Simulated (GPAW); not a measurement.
Band structure of Ni₃Al (Pm-3m, 4 atoms in the cell).

```xyz
4
Lattice="3.5700 0.0000 0.0000 0.0000 3.5700 0.0000 0.0000 0.0000 3.5700" Properties=species:S:1:pos:R:3 pbc="T T T"
Al     0.0000     0.0000     0.0000
Ni     0.0000     1.7850     1.7850
Ni     1.7850     0.0000     1.7850
Ni     1.7850     1.7850     0.0000
```
Moments meant for the start (each program seeds them in its own way; μB, in the order of the atoms Al Ni Ni Ni): 0.0 0.5 0.5 0.5.

Method: PBE, GPAW PAW datasets PBE (gpaw-data 1.0.1) (plane waves; GPAW).

Settings: spinpol = true; mode = pw; ecut = 800 eV; xc = PBE; kpts = 7 7 7; mesh shift (steps) = 0 0 0; occupations.name = methfessel-paxton; occupations.width = 0.136 eV; occupations.order = 0; nbands = -10; convergence.forces = 0.001 eV/Å; symmetry.symmorphic = false; symmetry.tolerance = 0.0005; maxiter = 150.

The starting cell has typed, rounded lattice constants, without a prior relaxation at this level. The magnetic order is the one reached from the typed start; others were not searched systematically.

Levels in eV from the Fermi level, bands 23 to 30 of the first spin channel:
```tsv
point	23	24	25	26	27	28	29	30
Γ	-0.09	-0.09	-0.09	0.76	0.76	0.76	6.54	6.54
X	-1.19	-1.07	-0.51	-0.09	5.47	5.47	5.49	5.49
M	-1.23	-1.01	-0.96	-0.59	0.83	0.83	8.08	8.08
R	-1.06	-1.06	-0.32	-0.27	-0.27	-0.27	3.40	3.98
```

Bands cross the Fermi level along this path, so the cell is metallic at this level.

The net moment of the cell came out as 0.77 μB.
